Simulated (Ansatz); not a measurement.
Input for (Sr,Ba)TiO3 alloy cell BaSrTi2O6 (perovskite start):

Ansatz 0.2 input:
```yaml
crystal:
  lattice:
    - [7.972519289, 0.000804639, 0.000273032]
    - [0.000805406, 8.082439566, -0.014956657]
    - [0.000280935, -0.015042515, 8.015618539]
  atoms:
    - { symbol: Ba, position: [0.001195403, 0.004979198, -0.003492931] }
    - { symbol: Ba, position: [0.001587369, 0.005117229, 0.496787828] }
    - { symbol: Sr, position: [0.001527479, 0.509862898, -0.008041501] }
    - { symbol: Ba, position: [0.001754879, 0.505013057, 0.496542382] }
    - { symbol: Ba, position: [0.501648111, 0.004786457, -0.003017058] }
    - { symbol: Sr, position: [0.502141677, 0.011785377, 0.492599737] }
    - { symbol: Sr, position: [0.501682519, 0.509251492, -0.007384473] }
    - { symbol: Sr, position: [0.502170789, 0.509268785, 0.491963388] }
    - { symbol: Ti, position: [0.252422583, 0.263421412, 0.241168197] }
    - { symbol: Ti, position: [0.257841249, 0.262620988, 0.742199591] }
    - { symbol: Ti, position: [0.250783654, 0.757160905, 0.241041996] }
    - { symbol: Ti, position: [0.25738538, 0.757415677, 0.740345803] }
    - { symbol: Ti, position: [0.747815868, 0.263928817, 0.241654307] }
    - { symbol: Ti, position: [0.751924804, 0.263649279, 0.742677192] }
    - { symbol: Ti, position: [0.745887992, 0.757434015, 0.242889195] }
    - { symbol: Ti, position: [0.750784356, 0.757796702, 0.741947244] }
    - { symbol: O, position: [0.25353608, 0.249764678, 0.006954944] }
    - { symbol: O, position: [0.257303621, 0.246694143, 0.507311461] }
    - { symbol: O, position: [0.253124311, 0.737970125, 0.006817211] }
    - { symbol: O, position: [0.258897564, 0.740518456, 0.506635585] }
    - { symbol: O, position: [0.748168937, 0.250081418, 0.006854349] }
    - { symbol: O, position: [0.745009901, 0.246780685, 0.506881059] }
    - { symbol: O, position: [0.749759599, 0.737678001, 0.007218633] }
    - { symbol: O, position: [0.74441523, 0.740375036, 0.506965242] }
    - { symbol: O, position: [0.25710821, -0.011557166, 0.256157435] }
    - { symbol: O, position: [0.255397934, -0.011032932, 0.750422329] }
    - { symbol: O, position: [0.258376926, 0.491849537, 0.253362388] }
    - { symbol: O, position: [0.253625205, 0.491667612, 0.757716824] }
    - { symbol: O, position: [0.746685237, -0.011420286, 0.256646294] }
    - { symbol: O, position: [0.745960514, -0.011428945, 0.750191949] }
    - { symbol: O, position: [0.746276725, 0.492357251, 0.252986038] }
    - { symbol: O, position: [0.746647704, 0.492161501, 0.756960521] }
    - { symbol: O, position: [0.002129302, 0.248504117, 0.252692695] }
    - { symbol: O, position: [-0.001397631, 0.248976362, 0.75656392] }
    - { symbol: O, position: [0.003342721, 0.740226282, 0.251517602] }
    - { symbol: O, position: [-0.000249782, 0.739867552, 0.756747544] }
    - { symbol: O, position: [0.50208062, 0.24488504, 0.259010196] }
    - { symbol: O, position: [0.50000374, 0.247457857, 0.754501326] }
    - { symbol: O, position: [0.502640566, 0.738312948, 0.255137094] }
    - { symbol: O, position: [0.500234275, 0.73595323, 0.75642557] }
basis:
  ecutwfc: 420
  ecutrho_ratio: 4
  xc_grid: 2
kpoints:
  mp_grid: { grid: [3, 3, 3] }
hamiltonian:
  xc: pbe
  dispersion: none
  pseudopotentials: { kind: paw }
scf:
  n_extra_bands: 22
  occupations: { method: fermi_dirac, width: 0.01 }
output:
  forces: true
  stress: true
  eigenstates:
    kpoints:
      - [0.0, 0.0, 0.0]
    e_range: [-4.0, 6.0]
    localisation: true
relax:
  f_tol: 0.03
  max_steps: 90
  cell: { stress_tol: 0.15 }
```

The numbers are results of PBE (plane waves to 420 eV, PAW; Ansatz, a quantum-chemistry and plane-wave program), not measurements. Scalar-relativistic, without spin–orbit coupling; the runs are not spin-polarised. Its k-point mesh 3×3×3, Fermi–Dirac width 0.01 eV.

Question: Write the closing report of this run, without the band table and long remarks, to eight decimals at most.

Answer: 
```
SCF converged after 6 iterations
Free energy (F): -71656.372866 eV
Harris-Foulkes:  -71656.372866 eV  (|F-HF|=0.00e0)
Internal energy: -71656.372866 eV  (E = F + TS)
E sigma→0 (E₀):  -71656.372866 eV
Fermi energy:    10.783047 eV
--- Per-component energies (eV) ---
  E_band       = -1535.224157
  E_kinetic    = 8057.204652
  E_local      = -18495.871552  (includes V_loc(G=0)·N_el)
  E_nonlocal   = 2208.161084
  E_hartree    = 6827.947433
  E_xc         = -3946.794149
  E_vxc        = -4466.581199  (∫ρ·V_xc dr)
  E_paw        = -43833.140020  (= ΣΔE_a)
  E_vpaw       = -2494.090589  (= ΣTr[D̂ρ^β])
  E_aug_tail   = 0.058670  (compensation charges beyond the density's cutoff)
  E_ewald      = -22473.938984
  E_smearing   = 0.000000  (= −TS)
  E_closure    = 0.000000  (closes the sum)
  Σ components = -71656.372866   (vs F -71656.372866, Δ=0.00e0)
--- Forces (eV/Å), atoms counted from 1 ---
  atom   1  Ba     0.00440057     0.00161130    -0.00082483
  atom   2  Ba     0.00115843     0.00180116    -0.00033518
  atom   3  Sr     0.00200492    -0.00283243    -0.00120124
  atom   4  Ba     0.00301609     0.00119804     0.00015288
  atom   5  Ba     0.00034925     0.00160059    -0.00049512
  atom   6  Sr    -0.00198558    -0.00000338     0.00074340
  atom   7  Sr     0.00030183    -0.00111406     0.00100464
  atom   8  Sr     0.00174216    -0.00155488    -0.00106508
  atom   9  Ti    -0.00117776     0.00282056    -0.00304982
  atom  10  Ti     0.00199662     0.00189233     0.00032704
  atom  11  Ti     0.00059144     0.00111593    -0.00349369
  atom  12  Ti    -0.00154004    -0.00179266     0.00063588
  atom  13  Ti    -0.00332245     0.00187942    -0.00153376
  atom  14  Ti     0.00398721    -0.00104423    -0.00142131
  atom  15  Ti     0.00541347    -0.00493333     0.00071713
  atom  16  Ti    -0.00154437     0.00232863     0.00122072
  atom  17  O     -0.00047323    -0.00183283    -0.00083858
  atom  18  O     -0.00279740    -0.00102442     0.00002410
  atom  19  O     -0.00092766    -0.00030587     0.00012384
  atom  20  O     -0.00168554    -0.00090270    -0.00375652
  atom  21  O     -0.00206859    -0.00225504    -0.00246905
  atom  22  O     -0.00052074    -0.00136028     0.00140102
  atom  23  O     -0.00185953    -0.00050616    -0.00256506
  atom  24  O     -0.00150263    -0.00131792    -0.00270957
  atom  25  O     -0.00149515     0.00432800     0.00135385
  atom  26  O     -0.00214248     0.00211009     0.00135556
  atom  27  O     -0.00362922     0.00252552     0.00278126
  atom  28  O     -0.00198107    -0.00019399     0.00044729
  atom  29  O     -0.00145210     0.00302029     0.00107848
  atom  30  O     -0.00233863     0.00301947     0.00234460
  atom  31  O     -0.00246847    -0.00000253     0.00312920
  atom  32  O     -0.00221082     0.00394702    -0.00024436
  atom  33  O      0.00163897    -0.00172515     0.00148881
  atom  34  O      0.00243300    -0.00067466     0.00032503
  atom  35  O      0.00286642    -0.00156068     0.00246297
  atom  36  O      0.00230937    -0.00152970    -0.00025439
  atom  37  O      0.00116536    -0.00178844    -0.00034133
  atom  38  O      0.00301938    -0.00242407     0.00083043
  atom  39  O      0.00153897    -0.00099396     0.00054868
  atom  40  O     -0.00083639    -0.00150248     0.00211004
  max |Σ_I F_I| component: 2.64e-5 eV/Å
--- Stress (GPa, compression-positive) ---
       -0.040401      -0.001114      -0.002457
       -0.001114      -0.109654       0.004396
       -0.002457       0.004396      -0.040177
  P = ⅓ Tr σ = -0.0634 GPa (-0.634 kbar)
--- Relaxed structure (6 steps of the walk, 5 accepted, 1 SCFs on fresh bases) ---
  F+E_penalty+E_count = -71656.37286564 eV   max|allowed force component| = 5.414e-3 eV/Å   (the final SCF, on the basis selected at the relaxed cell)
  cell:  # Å, volume = 513.2850 Å³
    - [7.98307546, 0.01568236, -0.01591273]
    - [0.01592660, 8.01543865, -0.01940117]
    - [-0.01601981, -0.01931217, 8.02171007]
  atoms:
    - { symbol: Ba, position: [0.00471917, 0.00281044, -0.00324110] }
    - { symbol: Ba, position: [0.00468011, 0.00297436, 0.49680219] }
    - { symbol: Sr, position: [0.00869465, 0.50660576, -0.00818428] }
    - { symbol: Ba, position: [0.00446597, 0.50223912, 0.49711714] }
    - { symbol: Ba, position: [0.50419396, 0.00264568, -0.00286381] }
    - { symbol: Sr, position: [0.50769717, 0.00797778, 0.49183408] }
    - { symbol: Sr, position: [0.50723681, 0.50619941, -0.00751320] }
    - { symbol: Sr, position: [0.50734688, 0.50598057, 0.49240650] }
    - { symbol: Ti, position: [0.26185211, 0.26163227, 0.24103288] }
    - { symbol: Ti, position: [0.26267244, 0.26086150, 0.74122497] }
    - { symbol: Ti, position: [0.26264452, 0.75551287, 0.24123304] }
    - { symbol: Ti, position: [0.26317680, 0.75598139, 0.73996962] }
    - { symbol: Ti, position: [0.75725080, 0.26205799, 0.24004745] }
    - { symbol: Ti, position: [0.75679372, 0.26159388, 0.74132779] }
    - { symbol: Ti, position: [0.75802302, 0.75555167, 0.24009454] }
    - { symbol: Ti, position: [0.75674971, 0.75677049, 0.73991449] }
    - { symbol: O, position: [0.24970887, 0.25058818, 0.00781307] }
    - { symbol: O, position: [0.25368173, 0.24719285, 0.50786393] }
    - { symbol: O, position: [0.24956332, 0.73917483, 0.00772851] }
    - { symbol: O, position: [0.25467407, 0.74194848, 0.50734660] }
    - { symbol: O, position: [0.74527993, 0.25155889, 0.00738114] }
    - { symbol: O, position: [0.74185357, 0.24717747, 0.50777765] }
    - { symbol: O, position: [0.74637608, 0.73900235, 0.00731838] }
    - { symbol: O, position: [0.74160544, 0.74300825, 0.50727071] }
    - { symbol: O, position: [0.25249016, -0.00929028, 0.25600313] }
    - { symbol: O, position: [0.25268921, -0.00900357, 0.75217977] }
    - { symbol: O, position: [0.25264718, 0.49331185, 0.25415960] }
    - { symbol: O, position: [0.24908500, 0.49320285, 0.75822970] }
    - { symbol: O, position: [0.74466233, -0.00916802, 0.25605843] }
    - { symbol: O, position: [0.74411212, -0.00873116, 0.75117360] }
    - { symbol: O, position: [0.74141076, 0.49354500, 0.25532331] }
    - { symbol: O, position: [0.74461667, 0.49344778, 0.75600142] }
    - { symbol: O, position: [-0.00533193, 0.24933914, 0.25298468] }
    - { symbol: O, position: [-0.00559287, 0.24919367, 0.75593520] }
    - { symbol: O, position: [-0.00513299, 0.74127587, 0.25180679] }
    - { symbol: O, position: [-0.00551325, 0.74186605, 0.75601630] }
    - { symbol: O, position: [0.49646593, 0.24585466, 0.25832399] }
    - { symbol: O, position: [0.49656148, 0.24939351, 0.75484792] }
    - { symbol: O, position: [0.49670670, 0.74098492, 0.25564964] }
    - { symbol: O, position: [0.49681429, 0.73786600, 0.75616331] }
```

Cost: roughly 10 core-minutes.
